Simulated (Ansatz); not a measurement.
## What pressure 0.3 GPa does to B

Start from B (space group R-3m, No. 166; a = 4.876 Å, c = 12.499 Å (hexagonal axes)).

Now apply this change: a hydrostatic pressure of 0.3 GPa.

The values are results of PBEsol/PAW in Ansatz (a first-principles code), no spin-orbit coupling, not measurements. Settings: 7×7×7 k-points, 0.05 eV Fermi–Dirac smearing.

| quantity | base | changed | shift |
|---|---|---|---|
| density | 2.51 g/cm³ | 2.51 g/cm³ | 0.00 g/cm³ |
| lattice parameter a | 4.876 Å | 4.874 Å | -0.002 Å |
| c/a ratio | 2.563 | 2.563 | 0.000 |
| shortest interatomic distance | 1.667 Å | 1.666 Å | -0.001 Å |
| enthalpy H = E + PV relative to the base's energy | – | +0.01 eV/atom | – |
| band gap (an upper bound: an edge found on the path is not a true extremum; both cells) | 1.34 eV | 1.33 eV | -0.01 eV |

Cost of the whole job for the changed cell (relaxation, final SCF and bands): around 27 core-seconds (rough).

Load acts through the strain it causes; cell and atoms are relaxed under it. Stability against distortions was not tested.
